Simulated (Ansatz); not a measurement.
Take MgO in the rock salt structure (space group Fm-3m, No. 225; a = 4.215 Å) as the base. Axes: x, y, z lie along the cube axes.

Calculations: Ansatz (a quantum-chemistry and plane-wave program) PBEsol, no SOC, earlier PAW set.

Before the change:

Band gap: 4.62 eV
Valence-band top at Γ: 0.00, 0.00, 0.00 eV
Gap character: direct at Γ

It is then changed as follows: biaxial strain −1.03 %, plane normal [111], relaxed out of plane (Cartesian); in-plane vectors clamped, the third vector and the atoms free.

### Question
What happens to the band gap?

### Answer
The band gap goes up by 0.13 eV to 4.75 eV.

### Question
Predict the new valence-band top at Γ.

### Answer
The valence-band top at Γ (three highest levels, from the VBM) becomes 0.00, 0.00, -0.11 eV (base: 0.00, 0.00, 0.00 eV).

### Question
Predict the new gap character.

### Answer
The gap character is still direct at Γ.

Stability against distortions was not tested. k-point labels follow each cell's own Brillouin zone.
